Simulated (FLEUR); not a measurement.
Worked example: self-consistent single point of Ni₃Hg (Pm-3m, 4 atoms in the cell) in FLEUR.

Level of theory: PBEsol, all-electron FLAPW (FLEUR), scalar-relativistic valence in FLEUR.

The change in words: lattice scaled by 0.98. Reference geometry:
```
Ni3Hg
1.0
    3.74491     0.00000     0.00000
    0.00000     3.74491     0.00000
    0.00000     0.00000     3.74491
Ni Hg
3 1
Direct
  0.00000   0.50000   0.50000
  0.50000   0.00000   0.50000
  0.50000   0.50000   0.00000
  0.00000   0.00000   0.00000
```
Moments meant for the start (each program seeds them in its own way; μB, in the order of the atoms Ni Ni Ni Hg): 2.0 2.0 2.0 0.0.

Reference input (self-consistent single point, DFT, PBEsol, all-electron FLAPW (FLEUR), scalar-relativistic valence): Kmax = 4.4 1/bohr; GmaxXC = 15.4 1/bohr; xcFunctional = PBEs; jspins = 2; l_soc = F; mode = hist; fermiSmearingEnergy = 0.00367493 Htr; mesh (inpgen div1-3) = 9 9 9; inpgen gamma flag = false; Gmax = 15.4 1/bohr; numbands = 0; maxIterBroyd = 15. This run's input differs from it in these lines:

```diff
@@ -3,5 +3,5 @@
 &input film=f /
-7.0768542614 0.0000000000 0.0000000000
-0.0000000000 7.0768542614 0.0000000000
-0.0000000000 0.0000000000 7.0768542614
+6.9353175541 0.0000000000 0.0000000000
+0.0000000000 6.9353175541 0.0000000000
+0.0000000000 0.0000000000 6.9353175541
 1.0
@@ -46,5 +46,5 @@
          <bravaisMatrix>
-            <row-1>    7.0768542614000003     0.0000000000000000     0.0000000000000000</row-1>
-            <row-2>    0.0000000000000000     7.0768542614000003     0.0000000000000000</row-2>
-            <row-3>    0.0000000000000000     0.0000000000000000     7.0768542614000003</row-3>
+            <row-1>    6.9353175541000001     0.0000000000000000     0.0000000000000000</row-1>
+            <row-2>    0.0000000000000000     6.9353175541000001     0.0000000000000000</row-2>
+            <row-3>    0.0000000000000000     0.0000000000000000     6.9353175541000001</row-3>
          </bravaisMatrix>
```

The program printed (abridged):

```
 Iteration:     1   Distance:      45.21209661 me/bohr^3
 Iteration:     2   Distance:      40.38048794 me/bohr^3
 Iteration:     3   Distance:      28.85793312 me/bohr^3
 Iteration:     4   Distance:      19.05337648 me/bohr^3
 Iteration:     5   Distance:      10.07497919 me/bohr^3
   [... 27 lines left out ...]
 Iteration:    33   Distance:       0.00005172 me/bohr^3
 Iteration:    34   Distance:       0.00003517 me/bohr^3
 Iteration:    35   Distance:       0.00003499 me/bohr^3
 Iteration:    36   Distance:       0.00000960 me/bohr^3
 Run finished successfully
 Stop message:
   Structural relaxation: Done

[file out, last iteration]
             iter=     37
[...]
          total density-effective poten   -4.2018709273E+04
          total charge density-energy d   -5.5532391838E+02
 Updated energy parameters for spin:           1
 Updated energy parameters for spin:           2
[...]
 fermi energy and band-weighting factors:
    1.202520    1.225236    1.250191

[...]
FERMIE:
          first approx. to ef    (T=0)  :   0.410784 htr   (energy of the highest occ. eigenvalue)
          number of occ. states  (T=0)  :       2300
          first approx. to seigv (T=0)  : -33.905518 htr
          sum of weights of occ. states :  66.000000
          sum of semicore charge        :   0.000000 e
FERHIS:  Fermi-Energy by histogram:
   [... lines left out ...]
          bandgap                     :   0.000059 htr
          charge neutrality (T=0)     :   0.000000    (zero if the highest occ. eigenvalue is "entirely" occupied)
     EF_NEWTON:  Adjust Fermi-Energy by Newton-Method.
 Direct bandgap for spin            1 :    1.2506625176946784E-003  Htr
 Direct bandgap for spin            2 :    2.0948089785841617E-003  Htr
 ---->    free energy=                    -24215.1082560495 htr
   [... lines left out ...]
 ***** TOTAL FORCES ON ATOMS *****
 TOTAL FORCE FOR ATOM TYPE=  1  X=  0.000   Y=  3.468   Z=  3.468
                       FX_TOT= 0.000000 FY_TOT= 0.000000 FZ_TOT= 0.000000
 TOTAL FORCE FOR ATOM TYPE=  2  X=  0.000   Y=  0.000   Z=  0.000
                       FX_TOT= 0.000000 FY_TOT= 0.000000 FZ_TOT= 0.000000
 Structural relaxation: Done
```

The run converged in 36 iterations. FLEUR gives forces in its relaxation mode, with a further iteration, so its stop message speaks of a relaxation. Against the reference run the free energy falls by 9.4 meV/atom and the size of the net moment goes from 0.24 to 0.19 μB/atom.

The starting cell comes from a database of computed structures (which also holds hypothetical and non-ambient phases and stackings), without a prior relaxation at this level. For this run, on top of that: lattice scaled by 0.98. Spin-orbit coupling is off. The moments shrank to a small part of their start, a low-spin state that need not be the lowest. Values depend on the basis (sphere radii, cutoffs, local orbitals), which need not be converged. The log's line on a gap gives a spacing of levels on this mesh, which the program prints for metals too.

Cost on one core of a shared machine: roughly 7 min.
